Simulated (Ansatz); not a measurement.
The parent structure is CdS in the wurtzite structure (space group P6_3mc, No. 186).

```cif
data_Cd2S2
_chemical_formula_sum 'Cd2 S2'
_space_group_name_H-M_alt 'P63mc'
_space_group_IT_number 186
_space_group_name_Hall 'P 6c -2c'
_cell_length_a 4.19659
_cell_length_b 4.19659
_cell_length_c 6.83017
_cell_angle_alpha 90.000
_cell_angle_beta 90.000
_cell_angle_gamma 120.000
loop_
_atom_site_label
_atom_site_type_symbol
_atom_site_symmetry_multiplicity
_atom_site_Wyckoff_symbol
_atom_site_fract_x
_atom_site_fract_y
_atom_site_fract_z
_atom_site_occupancy
Cd1 Cd 2 b 0.66667 0.33333 0.49917 1
S1 S 2 b 0.33333 0.66667 0.37563 1
```

Levels (all Ansatz, a program for electronic structure, PAW, earlier PAW set): PBE (420 eV, spin-orbit coupling left out); HSE06 (420 eV, scalar-relativistic without spin-orbit coupling).

Its gap is 1.11 eV with PBE and 2.12 eV with HSE06.

Modification: cell and atoms relaxed at a pressure of 3 GPa.

With PBE the gap becomes 1.23 eV.

Question: If the HSE06 correction stayed the same, what would the HSE06 gap be, and what does the HSE06 run give?

Answer: A rigid correction of +1.01 eV gives 2.24 eV. The HSE06 run gives 2.25 eV, so the two effects roughly add.

Single points use the geometry relaxed with PBE. Load acts through the strain it causes; cell and atoms are relaxed under it. Whether these cells are dynamically stable was not tested. Measured, CdS leaves this structure (for rock salt) near 2.54 GPa (temperature not stated; as listed in Datta, Sujoy, Jana, Debnarayan, arXiv (2020)), on rising pressure, with hysteresis.
